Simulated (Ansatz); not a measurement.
Thickness series in ScIr

The parent structure is ScIr in the CsCl type structure (space group Pm-3m, No. 221).

```xyz
2
Lattice="3.1892 0.0000 0.0000 0.0000 3.1892 0.0000 0.0000 0.0000 3.1892" Properties=species:S:1:pos:R:3 pbc="T T T"
Sc     1.5946     1.5946     1.5946
Ir     0.0000     0.0000     0.0000
```

Cartesian axes are those of the cell as printed.

Free-standing slabs (2 atom(s) a layer) normal to [110] with 15 Å of vacuum; in-plane cell held at bulk.

Computed with plane-wave PAW DFT at the PBEsol level (Ansatz, an electronic-structure program, 420 eV), no spin-orbit coupling.

Notes on the quantities. layer's space group: with vacuum; excess energy per area of both faces: slab less bulk energy over the cell's area: twice a surface energy; uncertain by up to 0.2 J/m².

```tsv
case	thickness between the outermost nuclei	layer's space group	excess energy per area of both faces	shortest interatomic distance
base	–	–	–	2.762 Å
1 layer	–	Pmmm (No. 47)	–	2.762 Å
2 layers	2.34 Å	Pmma (No. 51)	3.72 J/m²	2.656 Å
3 layers	4.62 Å	Pmmm (No. 47)	4.2 J/m²	2.665 Å
4 layers	6.90 Å	Pmma (No. 51)	4.1 J/m²	2.643 Å
5 layers	9.17 Å	Pmmm (No. 47)	4.2 J/m²	2.636 Å
6 layers	11.43 Å	Pmma (No. 51)	4.2 J/m²	2.629 Å
7 layers	13.68 Å	Pmmm (No. 47)	4.2 J/m²	2.625 Å
```

Slab and bulk use different k-meshes, which limits the precision of the excess energy. No phonon test of stability was made. All final runs are without spin polarisation.
